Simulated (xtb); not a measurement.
xtb 6.7.1, GFN2-xTB: Bi(OtBu)3 (CC(C)(C)[O][Bi]([O]C(C)(C)C)[O]C(C)(C)C), 43 atoms. The geometry is a generated start, not checked to be a minimum at this level.

```json
{
 "method": "GFN2-xTB",
 "--acc": "1 (default)",
 "--etemp (K)": "300 (default)",
 "detailed input (--input)": "none: ANC optimiser, Lindh (1995) Hessian, microcycle=20, maxdispl=1.0, hlow=0.01 (default)",
 "basis_functions": "91",
 "valence_electrons": "98"
}
```

The structure is relaxed from this start with --opt LEVEL for the levels crude, sloppy, loose, lax, normal, tight, vtight, extreme, once each. Up to the end of the extreme run atoms move by at most 3.2 Å along an axis.

### Question
Choose the cheapest level whose final energy lies within 5 meV of that of extreme.

### Answer
tight: 173 cycles against 203, ending 2.0 meV above.

```json
[
 {"level": "crude", "cycles": "1", "energy above the extreme run (meV)": "83", "gradient norm (eV/Å)": "0.11"},
 {"level": "sloppy", "cycles": "1", "energy above the extreme run (meV)": "83", "gradient norm (eV/Å)": "0.11"},
 {"level": "loose", "cycles": "1", "energy above the extreme run (meV)": "83", "gradient norm (eV/Å)": "0.11"},
 {"level": "lax", "cycles": "1", "energy above the extreme run (meV)": "83", "gradient norm (eV/Å)": "0.11"},
 {"level": "normal", "cycles": "44", "energy above the extreme run (meV)": "55", "gradient norm (eV/Å)": "0.012"},
 {"level": "tight", "cycles": "173", "energy above the extreme run (meV)": "2.0", "gradient norm (eV/Å)": "0.016"},
 {"level": "vtight", "cycles": "199", "energy above the extreme run (meV)": "under 0.01", "gradient norm (eV/Å)": "0.0069"},
 {"level": "extreme", "cycles": "203", "energy above the extreme run (meV)": "—", "gradient norm (eV/Å)": "0.0017"}
]
```
